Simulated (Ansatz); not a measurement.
Band structure of ZrRh3 (Pm-3m, 4 atoms in the cell).

```
ZrRh3
1.0
    3.93411     0.00000     0.00000
    0.00000     3.93411     0.00000
    0.00000     0.00000     3.93411
Zr Rh
1 3
Direct
  0.00000   0.00000   0.00000
  0.50000   0.50000   0.00000
  0.00000   0.50000   0.50000
  0.50000   0.00000   0.50000
```

Method: LDA (PW92), PAW files made with PBE (plane waves; Ansatz, an electronic-structure program).

Settings: kpoints.mp_grid.grid = 6 6 6; hamiltonian.xc = lda; hamiltonian.pseudopotentials = {kind: paw} (the program's default PAW files); scf.occupations.method = fermi_dirac; scf.occupations.width = 0.05 eV; kpoints.band_path.npoints = 8.

The starting cell comes from a database of computed structures (which also holds hypothetical and non-ambient phases and stackings), without a prior relaxation at this level. Spin polarisation is off.

Levels in eV from the Fermi level, bands 29 to 36:
```csv
point,29,30,31,32,33,34,35,36
Γ,0.58,1.04,1.04,1.04,3.74,3.74,3.75,3.75
X,-1.12,-1.12,-1.04,-0.04,1.05,1.59,1.59,2.74
M,-1.43,-1.43,-1.37,-0.94,-0.77,2.26,2.26,2.88
R,0.65,0.65,0.65,0.81,1.68,1.68,1.68,3.21
```

Bands cross the Fermi level along this path, so the cell is metallic at this level.

Keys are those of Ansatz 0.2.
